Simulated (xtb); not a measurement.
xtb 6.7.1, GFN2-xTB: [CH3][Ge]([CH3])([CH3])[O][SiH2]O[Si](Cl)(Cl)Cl, 22 atoms. The geometry is a generated start, not checked to be a minimum at this level.

```yaml
method: GFN2-xTB
"--acc": 1 (default)
"--etemp (K)": 300 (default)
detailed input (--input): "none: ANC optimiser, Lindh (1995) Hessian, microcycle=20, maxdispl=1.0, hlow=0.01 (default)"
basis_functions: 91
valence_electrons: 68
```

```xyz
22

Si     4.3637     0.1362     0.1044
Cl     5.0519     1.9312    -0.4687
Cl     4.9867    -1.2623    -1.1921
Cl     4.9410    -0.3026     1.9652
O      2.7732     0.1814     0.1199
Si     1.3861     0.2835    -0.7442
O      0.2550    -0.1756     0.2705
Ge    -1.5444    -0.1427     0.2406
C     -2.0060     1.7696     0.5068
C     -2.0284    -1.3513     1.7374
C     -2.0235    -0.8395    -1.5554
H      1.5214    -0.6352    -1.8705
H      1.2842     1.6822    -1.1493
H     -3.0814     1.8965     0.5775
H     -1.6400     2.3603    -0.3277
H     -1.5506     2.1425     1.4196
H     -1.5866    -2.3314     1.5775
H     -1.6598    -0.9559     2.6797
H     -3.1077    -1.4639     1.8044
H     -1.9057    -0.0675    -2.3102
H     -3.0538    -1.1838    -1.5734
H     -1.3753    -1.6715    -1.8121
```

The structure is relaxed from this start with --opt LEVEL for the levels crude, sloppy, loose, lax, normal, tight, vtight, extreme, once each. Up to the end of the extreme run atoms move by at most 0.29 Å along an axis.

### Question
Choose the cheapest level whose final energy lies within 5 meV of that of extreme.

### Answer
normal: 14 cycles against 68, ending 0.53 meV above.

```json
[
 {"level": "crude", "cycles": "1", "energy above the extreme run (meV)": "9.3", "gradient norm (eV/Å)": "0.11"},
 {"level": "sloppy", "cycles": "1", "energy above the extreme run (meV)": "9.3", "gradient norm (eV/Å)": "0.11"},
 {"level": "loose", "cycles": "1", "energy above the extreme run (meV)": "9.3", "gradient norm (eV/Å)": "0.11"},
 {"level": "lax", "cycles": "1", "energy above the extreme run (meV)": "9.3", "gradient norm (eV/Å)": "0.11"},
 {"level": "normal", "cycles": "14", "energy above the extreme run (meV)": "0.53", "gradient norm (eV/Å)": "0.043"},
 {"level": "tight", "cycles": "16", "energy above the extreme run (meV)": "0.47", "gradient norm (eV/Å)": "0.012"},
 {"level": "vtight", "cycles": "48", "energy above the extreme run (meV)": "0.057", "gradient norm (eV/Å)": "0.0032"},
 {"level": "extreme", "cycles": "68", "energy above the extreme run (meV)": "—", "gradient norm (eV/Å)": "0.0017"}
]
```
